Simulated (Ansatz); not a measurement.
Consider the following.

```xyz
2
Lattice="0.0000 2.9390 2.9390 2.9390 0.0000 2.9390 2.9390 2.9390 0.0000" Properties=species:S:1:pos:R:3 pbc="T T T"
In     0.0000     0.0000     0.0000
P      1.4695     1.4695     1.4695
```

Calculation: HSE06, rigid bands (plane waves, PAW, scalar-relativistic; Ansatz, a quantum-chemistry and plane-wave program). Geometry: cell and atoms relaxed with PBEsol.

Problem. What conductivity effective mass do dilute electrons have at 300 K?

Solution. 0.095 mₑ.

Problem. And the band gap?

Solution. 1.45 eV at this level.

Rigid bands, one relaxation time for all states, no polarons. Spin-orbit coupling is left out; where it splits the top of the valence band it changes the hole mass and lowers the gap by about a third of the splitting. Geometry: cell and atoms relaxed with PBEsol.
